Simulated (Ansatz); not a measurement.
A self-consistent single point of Ca3BiP (P4mm, 5 atoms in the cell) with Ansatz (a quantum-chemistry and plane-wave program).

Level of theory: PBEsol, default PAW files made with PBE (plane waves; Ansatz).

```
CELL_PARAMETERS angstrom
      5.40122     0.00000     0.00000
      0.00000     5.40122     0.00000
      0.00000     0.00000     5.40122
ATOMIC_POSITIONS crystal
  Ca 0.00926 0.50000 0.50000
  Ca 0.50000 0.00000 0.50000
  Ca 0.50000 0.50000 0.00000
  Bi 0.00000 0.00000 0.00000
  P  0.50000 0.50000 0.50000
```

Reference input (self-consistent single point, DFT, PBEsol, plane waves, default PAW files made with PBE): basis.ecutwfc = 30.9 Ry; kpoints.mp_grid.grid = 5 5 5; hamiltonian.xc = pbesol; hamiltonian.pseudopotentials = {kind: paw} (the program's default PAW files); scf.occupations.method = fermi_dirac; scf.occupations.width = 0.0073 Ry. This run's input differs from it in these lines:

Ansatz 0.2 input:
```diff
@@ -13,3 +13,3 @@
 basis:
-  ecutwfc: 30.9 Ry
+  ecutwfc: 24.6 Ry
 kpoints:
```

The program printed (abridged):

```
SCF iter   1: F=—  HF=-18368.163082 eV  |F-HF|=—  |Δ(HF+E_count)|=         —  Δρ=3.20e-3  dr2=3.69e-2  ethr=1.77e-3  ⟨swp⟩=11.7  Hψ=2950  notcnv=0
all-band conjugate gradients solve this SCF's bands
preconditioner: auto → Resta (q_TF=auto, 2.253 Å⁻¹)
SCF iter   2: F=—  HF=-18368.155016 eV  |F-HF|=—  |Δ(HF+E_count)|=   8.07e-3  Δρ=1.47e-3  dr2=7.56e-3  ethr=7.38e-5  ⟨swp⟩=2.1  Hψ=854  notcnv=0
SCF iter   3: F=—  HF=-18368.153147 eV  |F-HF|=—  |Δ(HF+E_count)|=   1.87e-3  Δρ=3.89e-4  dr2=2.97e-4  ethr=1.51e-5  ⟨swp⟩=2.2  Hψ=757  notcnv=0
SCF iter   4: F=—  HF=-18368.153159 eV  |F-HF|=—  |Δ(HF+E_count)|=   1.14e-5  Δρ=1.08e-4  dr2=3.99e-5  ethr=5.94e-7  ⟨swp⟩=2.8  Hψ=1031  notcnv=0
SCF iter   5: F=—  HF=-18368.153166 eV  |F-HF|=—  |Δ(HF+E_count)|=   7.04e-6  Δρ=2.45e-5  dr2=7.88e-7  ethr=7.98e-8  ⟨swp⟩=2.1  Hψ=773  notcnv=0
SCF iter   6: F=-18368.153166 eV  HF=-18368.153166 eV  |F-HF|=2.90e-8  |Δ(HF+E_count)|=   3.82e-7  Δρ=5.90e-6  dr2=4.27e-8  ethr=2.00e-10  ⟨swp⟩=9.8  Hψ=2765  notcnv=0
SCF 1 converged in 6 iterations: F = -18368.153166 eV  dr2 = 4.27e-8
Free energy (F): -18368.153166 eV
Internal energy: -18368.148443 eV  (E = F + TS)
E sigma→0 (E₀):  -18368.150805 eV
Entropy (-TS):   -0.004723 eV (-0.945 meV/atom)
Fermi energy:    6.944452 eV
--- Forces (eV/Å), atoms counted from 1 ---
  atom   1  Ca    -0.46221672     0.00000000     0.00000000
  atom   2  Ca     0.04806693    -0.00000000     0.00000000
  atom   3  Ca     0.04806693    -0.00000000     0.00000000
  atom   4  Bi     0.01917445     0.00000000     0.00000000
  atom   5  P      0.34690655     0.00000000     0.00000000
--- Stress (GPa, compression-positive) ---
       -0.923625      -0.000000       0.000000
       -0.000000      -1.006711       0.000000
        0.000000       0.000000      -1.006711
  P = ⅓ Tr σ = -0.9790 GPa (-9.790 kbar)
  The stress holds the Pulay correction. Without it, at fixed plane waves, as pw.x and ABINIT print it: P = -1.3650 GPa
```

The run converged in 6 iterations. Against the reference run the free energy goes up by 6.1 meV/atom, the pressure moves little (-0.99 to -0.98 GPa) and the largest force stays at 0.462 eV/Å.

The starting cell comes from a database of computed structures (which also holds hypothetical and non-ambient phases and stackings), without a prior relaxation at this level. Its lattice was rescaled by up to half a per cent. One atom was moved a little off its site on purpose. Ansatz's pressure includes its estimate of the finite-basis (Pulay) stress. The cutoff lies below the one recommended for these files. A gap is left out here, as mesh or smearing make it unsure.
